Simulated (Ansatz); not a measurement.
White tin (β-Sn) was calculated with RPBE (Ansatz, a program for electronic structure, plane waves, PAW).

Numerical settings: plane-wave cutoff 520 eV, 20×20×20 k mesh, Fermi–Dirac smearing 0.05 eV, scalar-relativistic PAW data made under PBE.

Computed points:

| V (Å³/atom) | E − E_lowest (meV/atom) | P (GPa) |
|---|---|---|
| 28.103 | 6.88 | 1.951 |
| 28.688 | 1.66 | 0.922 |
| 29.274 | 0.00 | 0.007 |
| 29.859 | 1.49 | -0.806 |
| 30.445 | 5.78 | -1.529 |

Problem. What bulk modulus B0 and pressure derivative B′ does a third-order Birch–Murnaghan fit give?

Solution. V0 = 29.278 Å³/atom, B0 = 43.1 GPa, B′ = 4.9 (fit to the energies at full precision).

Shape and atoms are relaxed at each volume.

Measured, for comparison: bulk modulus 57.0 GPa (temperature not stated, no zero-point or thermal correction; as tabulated in Chen et al. (2023), arXiv:2209.05059). Computed (rounded) less measured: bulk modulus -24 %.

Note: the bulk modulus comes from volumes at which shape and atoms were relaxed.

Spin–orbit coupling is not included.

Computed values are for the static lattice.
